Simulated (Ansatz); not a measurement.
Convergence study of the plane-wave cutoff for MnTlF3 (Cm, 5 atoms in the cell)

```yaml
crystal:
  lattice:
    - [2.98031, -2.98012, 0.00000]
    - [2.98031, 2.98012, 0.00000]
    - [-0.00185, 0.00000, 4.21252]
  atoms:
    - { symbol: Mn, position: [0.49777, 0.49777, 0.49996], spin: 4.0 }
    - { symbol: Tl, position: [0.99552, 0.99552, 0.99068] }
    - { symbol: F, position: [0.99808, 0.49752, 0.48642] }
    - { symbol: F, position: [0.49752, 0.99808, 0.48642] }
    - { symbol: F, position: [0.50078, 0.50078, 0.98767] }
```
(The spins are starting values, not results.)

Method: LDA (PW92), default PAW files made with PBE (plane waves; Ansatz, a quantum-chemistry and plane-wave program).

Base settings: basis.ecutwfc = 420 eV; kpoints.mp_grid.grid = 3 3 3; hamiltonian.xc = lda; hamiltonian.pseudopotentials = {kind: paw} (the program's default PAW files); magnetization.spin_polarized = true; scf.occupations.method = fermi_dirac; scf.occupations.width = 0.02 eV.

The second cell is the first with its lattice scaled by 0.98.

The mesh stays at the base's, so the ladder's end is converged at best in this setting alone.

The first pressure column holds Ansatz's estimate of the finite-basis (Pulay) stress, which hides part of the cutoff error; the other is without it.

Only quantities that move along the ladder and can be compared are tabulated; the gap is left out on so coarse a mesh.

The magnetic state is not the same in all runs (site moments differ, or a search went on to a lower state), so steps between rows are not convergence errors alone.

The count of work is k-points × plane waves × bands × iterations; it is no time. 

The starting cell comes from a database of computed structures (which also holds hypothetical and non-ambient phases and stackings), without a prior relaxation at this level. Its lattice was rescaled by up to half a per cent. One atom was moved a little off its site on purpose. With one magnetic atom in the cell only a parallel order is possible. In the base run, with a pressure of about -4 GPa the cell is away from its equilibrium volume at this level.

| basis.ecutwfc | free energy less the last step's (meV/atom) | energy of the compressed cell less the first (meV/atom) | pressure (GPa) | pressure without the Pulay estimate (GPa) | largest difference of a force vector from the last step's (eV/Å) | count of work / last |
|---|---|---|---|---|---|---|
| 145 eV | 40096.42 | 1633.79 | 5.22 | -1117.42 | 0.363 | 0.051 |
| 170 eV | 21249.10 | -658.17 | 6.89 | -689.61 | 1.669 | 0.077 |
| 190 eV | 12215.54 | 624.97 | 0.55 | -457.80 | 0.426 | 0.078 |
| 210 eV | 6910.67 | -176.90 | -9.97 | -296.79 | 0.258 | 0.082 |
| 230 eV | 3976.58 | -171.47 | -8.58 | -193.02 | 0.121 | 0.10 |
| 250 eV | 2301.61 | -97.99 | -5.23 | -125.30 | 0.165 | 0.13 |
| 295 eV | 588.53 | -39.07 | -3.37 | -43.16 | 0.025 | 0.14 |
| 335 eV | 146.49 | -8.72 | -3.68 | -15.98 | 0.006 | 0.17 |
| 380 eV | 30.35 | -9.03 | -3.88 | -6.92 | 0.001 | 0.23 |
| 420 eV | 6.79 | -8.47 | -3.86 | -4.54 | 0.000 | 0.26 |
| 460 eV | 2.61 | -8.51 | -3.84 | -3.96 | 0.000 | 0.32 |
| 505 eV | 1.98 | -8.43 | -3.84 | -3.85 | 0.000 | 0.36 |
| 565 eV | 1.77 | -8.43 | -3.84 | -3.86 | 0.000 | 0.42 |
| 630 eV | 1.55 | -8.45 | -3.84 | -3.85 | 0.000 | 0.50 |
| 735 eV | 1.17 | -8.46 | -3.84 | -3.87 | 0.000 | 0.63 |
| 840 eV | 0.50 | -8.47 | -3.84 | -3.88 | 0.000 | 0.76 |
| 1010 eV | 0.00 | -8.46 | -3.84 | -3.85 | 0.000 | 1.0 |

Coarsest basis.ecutwfc that holds the pressure within 0.1 GPa of the last step, with all finer ones: 380 eV, at 0.23 of the last step's count of work; the step before is off by 0.17 GPa.

Coarsest basis.ecutwfc that holds the pressure without the Pulay estimate within 0.1 GPa of the last step, with all finer ones: 505 eV, at 0.36 of the last step's count of work; the step before is off by 0.12 GPa.

Coarsest basis.ecutwfc that holds the energy of the compressed cell less the first within 1 meV/atom of the last step, with all finer ones: 335 eV, at 0.17 of the last step's count of work; the step before is off by 31 meV/atom.

The energy difference between the two cells stays within 1 meV/atom of the last step's from 335 eV on, the total only from 840 eV on: much of the error is common to both cells and cancels.

At the lowest cutoff the pressure without the Pulay estimate lies 1110 GPa under the last step's, the usual sign of Pulay stress in an incomplete plane-wave basis.

Keys are those of Ansatz 0.2.
